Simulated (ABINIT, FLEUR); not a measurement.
An ABINIT input for a self-consistent single point of BaMg6Zn (Amm2, 8 atoms in the cell) (DFT, PBEsol, plane waves, PAW (JTH v2.0 PBE PAW, files made for PBE)):

```
# BaMg6Zn, JTH v2.0 PBE PAW
pp_dirpath "./"
pseudos "Ba.GGA_PBE-JTH.xml, Mg.GGA_PBE-JTH.xml, Zn.GGA_PBE-JTH.xml"
acell 5.0732000000 6.9978597621 6.9978597621 Angstrom
rprim
         1.0000000000    0.0000000000    0.0000000000
         0.0000000000    0.5015855018    0.8651080767
         0.0000000000   -0.5015855018    0.8651080767
natom 8
ntypat 3
znucl 56 12 30
typat 1 2 2 2 2 2 2 3
xcart
         4.7934792877    0.0000000000   15.4001410280
         0.0000000000   -3.7345037443   12.9759578941
         0.0000000000    3.7345037443   12.9759578941
         0.0000000000    0.0000000000    7.6194169458
         4.7934792877   -3.4791337856    9.6166509784
         4.7934792877    3.4791337856    9.6166509784
         4.7934792877    0.0000000000    3.7009119576
         0.0000000000    0.0000000000   19.6160917995
ecut 816 eV
pawecutdg 1633 eV
ixc -116133
occopt 7
tsmear 0.00499791
nband 52
kptopt 1
ngkpt 4 3 3
nshiftk 1
shiftk 0 0 0
nstep 100
toldfe 1.0e-09
prtwf 0
prtden 0
prtvol 1
enunit 1
```

Translate this input to FLEUR.

One input that does it (others would too):

Input of the input generator:

```
BaMg6Zn crystal
&input film=f /
5.0732000000 0.0000000000 0.0000000000
0.0000000000 3.5100250000 6.0539050000
0.0000000000 -3.5100250000 6.0539050000
1.8897261246
1.0 1.0 1.0

8
56 0.5000000000 0.6730700000 0.6730700000
12 -0.0000000000 0.2856100000 0.8486300000
12 0.0000000000 0.8486300000 0.2856100000
12 0.0000000000 0.3330100000 0.3330100000
12 0.5000000000 0.1580400000 0.6825600000
12 0.5000000000 0.6825600000 0.1580400000
12 0.5000000000 0.1617500000 0.1617500000
30 -0.0000000000 0.8573300000 0.8573300000

&comp jspins=1 /
&exco xctyp='PBEs' /
&kpt div1=4 div2=3 div3=3 gamma=t /
&end /
```

```xml
<?xml version="1.0" encoding="UTF-8" standalone="no"?>
<fleurInput fleurInputVersion="0.39">
   <comment>
      BaMg6Zn crystal                                                                                     
   </comment>
   <calculationSetup>
      <cutoffs Kmax="3.9" Gmax="13.7" GmaxXC="13.7" numbands="0"/>
      <scfLoop itmax="100" minDistance="0.00001" maxIterBroyd="15" imix="Anderson" alpha="0.05" precondParam="0.0" spinf="2.0"/>
      <coreElectrons ctail="T" frcor="F" kcrel="0" coretail_lmax="0"/>
      <xcFunctional name="PBEs" relativisticCorrections="F"/>
      <magnetism jspins="1"/>
      <soc l_soc="F" theta="0.0" phi="0.0" spav="F"/>
      <expertModes spex="0" secvar="F"/>
      <geometryOptimization l_f="T" forcealpha="1.0" forcemix="BFGS" epsdisp="0.00001" epsforce="0.00001"/>
      <ldaU l_linMix="F" mixParam="0.05" spinf="1.0"/>
   </calculationSetup>
   <cell>
      <bzIntegration valenceElectrons="82.0" mode="gauss" fermiSmearingEnergy="0.00499791">
         <kPointListSelection listName="default-1"/>
         <!-- k-points included here -->
         <xi:include xmlns:xi="http://www.w3.org/2001/XInclude" href="kpts.xml"> </xi:include>
      </bzIntegration>
      <!-- symmetry operations included here -->
      <xi:include xmlns:xi="http://www.w3.org/2001/XInclude" href="sym.xml"> </xi:include>
      <bulkLattice scale="1.0">
         <bravaisMatrix>
            <row-1>    9.5869585753207200     0.0000000000000000     0.0000000000000000</row-1>
            <row-2>    0.0000000000000000     6.6329859404991147    11.4402224343465626</row-2>
            <row-3>    0.0000000000000000    -6.6329859404991147    11.4402224343465626</row-3>
         </bravaisMatrix>
      </bulkLattice>
   </cell>
   <atomSpecies>
      <species name="Barium (Ba)" element="Ba" atomicNumber="56">
         <mtSphere radius="2.63" gridPoints="925" logIncrement="0.014"/>
         <atomicCutoffs lmax="10" lnonsphr="8"/>
         <electronConfig flipSpins="F">
            <coreConfig>(1s1/2) (2s1/2) (2p1/2) (2p3/2) (3s1/2) (3p1/2) (3p3/2) (4s1/2) (3d3/2) (3d5/2) (4p1/2) (4p3/2) (4d3/2) (4d5/2)</coreConfig>
            <valenceConfig>(5s1/2) (5p1/2) (5p3/2) (6s1/2)</valenceConfig>
         </electronConfig>
         <energyParameters s="6" p="6" d="5" f="4"/>
         <lo type="SCLO" l="0" n="5" eDeriv="0"/>
         <lo type="SCLO" l="1" n="5" eDeriv="0"/>
      </species>
      <species name="Magnesium (Mg)" element="Mg" atomicNumber="12">
         <mtSphere radius="2.03" gridPoints="715" logIncrement="0.016"/>
         <atomicCutoffs lmax="8" lnonsphr="6"/>
         <electronConfig flipSpins="F">
            <coreConfig>(1s1/2)</coreConfig>
            <valenceConfig>(2s1/2) (2p1/2) (2p3/2) (3s1/2)</valenceConfig>
         </electronConfig>
         <energyParameters s="3" p="3" d="3" f="4"/>
         <lo type="SCLO" l="0" n="2" eDeriv="0"/>
         <lo type="SCLO" l="1" n="2" eDeriv="0"/>
      </species>
      <species name="Zinc (Zn)" element="Zn" atomicNumber="30">
         <mtSphere radius="2.63" gridPoints="925" logIncrement="0.014"/>
         <atomicCutoffs lmax="10" lnonsphr="8"/>
         <electronConfig flipSpins="F">
            <coreConfig>(1s1/2) (2s1/2) (2p1/2) (2p3/2) (3s1/2) (3p1/2) (3p3/2)</coreConfig>
            <valenceConfig>(4s1/2) (3d3/2) (3d5/2)</valenceConfig>
         </electronConfig>
         <energyParameters s="4" p="4" d="3" f="4"/>
         <lo type="HELO" l="2" n="4" eDeriv="0"/>
      </species>
   </atomSpecies>
   <atomGroups>
      <atomGroup species="Barium (Ba)">
         <relPos label="                   1">1.000/2.000 -.3269300000 -.3269300000</relPos>
         <force calculate="T" relaxXYZ="TTT"/>
      </atomGroup>
      <atomGroup species="Magnesium (Mg)">
         <relPos label="                   2">.0000000000 .2856100000 -.1513700000</relPos>
         <relPos label="                   3">.0000000000 -.1513700000 .2856100000</relPos>
         <force calculate="T" relaxXYZ="TTT"/>
      </atomGroup>
      <atomGroup species="Magnesium (Mg)">
         <relPos label="                   4">.0000000000 .3330100000 .3330100000</relPos>
         <force calculate="T" relaxXYZ="TTT"/>
      </atomGroup>
      <atomGroup species="Magnesium (Mg)">
         <relPos label="                   5">1.000/2.000 .1580400000 -.3174400000</relPos>
         <relPos label="                   6">1.000/2.000 -.3174400000 .1580400000</relPos>
         <force calculate="T" relaxXYZ="TTT"/>
      </atomGroup>
      <atomGroup species="Magnesium (Mg)">
         <relPos label="                   7">1.000/2.000 .1617500000 .1617500000</relPos>
         <force calculate="T" relaxXYZ="TTT"/>
      </atomGroup>
      <atomGroup species="Zinc (Zn)">
         <relPos label="                   8">.0000000000 -.1426700000 -.1426700000</relPos>
         <force calculate="T" relaxXYZ="TTT"/>
      </atomGroup>
   </atomGroups>
   <output dos="F" band="F" slice="F">
      <checks vchk="F" cdinf="F"/>
      <bandDOS minEnergy="-.5*Htr" maxEnergy="0.5*Htr" sigma="0.015" storeEVData="T"/>
      <vacuumDOS vacdos="F" integ="F" star="F" nstars="0" locx1="0.0" locy1="0.0" locx2="0.0" locy2="0.0" nstm="0" tworkf="0.0"/>
      <unfoldingBand unfoldBand="F" supercellX="1" supercellY="1" supercellZ="1"/>
      <plotting iplot="0" polar="F">
         <plot TwoD="T" vec1="  1.0  0.0  0.0" vec2="  0.0  1.0  0.0" vec3="  0.0  0.0  1.0" zero="  0.0  0.0  0.0" file="plot"/>
      </plotting>
      <chargeDensitySlicing numkpt="0" minEigenval="0.0" maxEigenval="0.0" nnne="0" pallst="F"/>
      <specialOutput eonly="F"/>
      <magneticCircularDichroism mcd="F" energyLo="-10.0" energyUp="0.0"/>
   </output>
  <!-- We include the file relax.xml here to enable relaxations (see documentation) -->
  <xi:include xmlns:xi="http://www.w3.org/2001/XInclude" href="relax.xml"> <xi:fallback/> </xi:include>
</fleurInput>
```

Basis settings and potentials, where a program has them, do not carry over. This input uses DFT, PBEsol, all-electron FLAPW (FLEUR), scalar-relativistic valence.

The starting cell comes from a database of computed structures (which also holds hypothetical and non-ambient phases and stackings), without a prior relaxation at this level.
